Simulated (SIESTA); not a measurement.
# How far to go with the k-point mesh: CdSe (R3m, 2 atoms in the cell)

```
CELL_PARAMETERS angstrom
      0.00000     3.04013     3.04013
      3.04013     0.00000     3.04013
      3.04013     3.04013     0.00000
ATOMIC_POSITIONS crystal
  Cd 0.00475 0.00475 0.00475
  Se 0.25000 0.25000 0.25000
```

Method of the run: SIESTA with LDA PW92, numerical atomic orbitals DZP, PseudoDojo LDA standard norm-conserving potentials (rewritten from UPF to PSML).

Base settings: XC.functional = LDA; XC.authors = PW92; potentials = PseudoDojo LDA standard; PAO.BasisSize = DZP; PAO.EnergyShift = 0.005 Ry; MeshCutoff = 400 Ry; kgrid.MonkhorstPack = 6 6 6; OccupationFunction = FD; ElectronicTemperature = 0.01 eV; MaxSCFIterations = 150.

The second cell is the first with its lattice scaled by 0.98.

Only quantities that move along the ladder and can be compared are tabulated.

Core times come from one kind of shared machine, to one figure; runs under 30 s give none.

The starting cell has typed, rounded lattice constants, without a prior relaxation at this level. Its lattice was rescaled by up to half a per cent. One atom was moved a little off its site on purpose. Values carry the incompleteness of an atom-centred basis.

```tsv
kgrid.MonkhorstPack	free energy less the last step's (meV/atom)	energy of the compressed cell less the first (meV/atom)	pressure (GPa)	gap on the mesh (eV)	core time / last (rough)
2 2 2	585.23	37.87	1.60	0.330	–
3 3 3	107.80	9.84	-0.89	0.516	–
4 4 4	24.68	4.06	-1.42	0.565	–
5 5 5	7.10	2.87	-1.53	0.579	–
6 6 6	2.41	2.59	-1.55	0.584	–
7 7 7	0.94	2.54	-1.55	0.586	–
8 8 8	0.41	2.54	-1.55	0.587	–
9 9 9	0.20	2.54	-1.55	0.587	–
10 10 10	0.11	2.55	-1.55	0.587	0.3
11 11 11	0.06	2.55	-1.55	0.587	0.3
12 12 12	0.03	2.56	-1.55	0.587	0.3
13 13 13	0.02	2.56	-1.55	0.587	0.3
15 15 15	0.01	2.56	-1.55	0.587	0.5
17 17 17	0.00	2.56	-1.55	0.587	0.7
18 18 18	0.00	2.56	-1.55	0.587	0.8
20 20 20	0.00	2.56	-1.55	0.588	1
```

Coarsest kgrid.MonkhorstPack that holds the energy of the compressed cell less the first within 0.2 meV/atom of the last step, with all finer ones: 6 6 6; the step before is off by 0.30 meV/atom.

Coarsest kgrid.MonkhorstPack that holds the pressure within 0.1 GPa of the last step, with all finer ones: 5 5 5; the step before is off by 0.13 GPa.

The energy difference between the two cells stays within 1 meV/atom of the last step's from 5 5 5 on, the total only from 7 7 7 on: much of the error is common to both cells and cancels.
